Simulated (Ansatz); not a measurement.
A computed series for BaS: response to strain

Take BaS in the rock salt structure (space group Fm-3m, No. 225) as the base.

```
CELL_PARAMETERS angstrom
      0.00000     3.16573     3.16573
      3.16573     0.00000     3.16573
      3.16573     3.16573     0.00000
ATOMIC_POSITIONS crystal
  Ba 0.00000 0.00000 0.00000
  S  0.50000 0.50000 0.50000
```

Strains are applied to the cell and any free atomic positions relax.

Calculations: PBEsol (Ansatz, an electronic-structure program), no spin-orbit coupling.

Candidates:
(a) isotropic strain +0.50 %
(b) isotropic strain −1.00 %
(c) isotropic strain +3.00 %
(d) isotropic strain −1.50 %
(e) isotropic strain +1.50 %

Before the change:

```
Quantity   Result
--------  -------
Band gap  2.04 eV
```

Order them by band gap, lowest first.

(d) isotropic strain −1.50 % (1.95 eV), (b) isotropic strain −1.00 % (1.98 eV), (a) isotropic strain +0.50 % (2.06 eV), (e) isotropic strain +1.50 % (2.11 eV), (c) isotropic strain +3.00 % (2.17 eV)

Whether these cells are dynamically stable was not tested.
